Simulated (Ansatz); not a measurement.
MgS (P6₃mc, No. 186, 4 atoms in the cell; start mp-1185942; a measured phase of this formula has another space group) was calculated with LDA (Ansatz, a quantum-chemistry and plane-wave program, PAW).

Settings: plane-wave cutoff 520 eV, 12×12×6 k mesh (along the axes of the cell as run), Fermi–Dirac smearing 0.01 eV, scalar-relativistic PAW data made under PBE.

Cell (relaxed with PBEsol):

```
MgS
1.0
    4.02849     0.00000     0.00000
   -2.01425     3.48878     0.00000
    0.00000     0.00000     6.41601
Mg S
2 2
Direct
  0.66667   0.33333   0.49628
  0.33333   0.66667   0.99628
  0.33333   0.66667   0.37871
  0.66667   0.33333   0.87871
```

Question: Estimate the band gap that the calculation returns.

Answer: 
- band gap: 3.19 eV (direct)

Note: cell and atoms aren't relaxed at this level (pressure -1.8 GPa).

Static lattice: no zero-point or thermal effects.

A start named mp-… is a Materials Project structure, which need not be a measured phase.
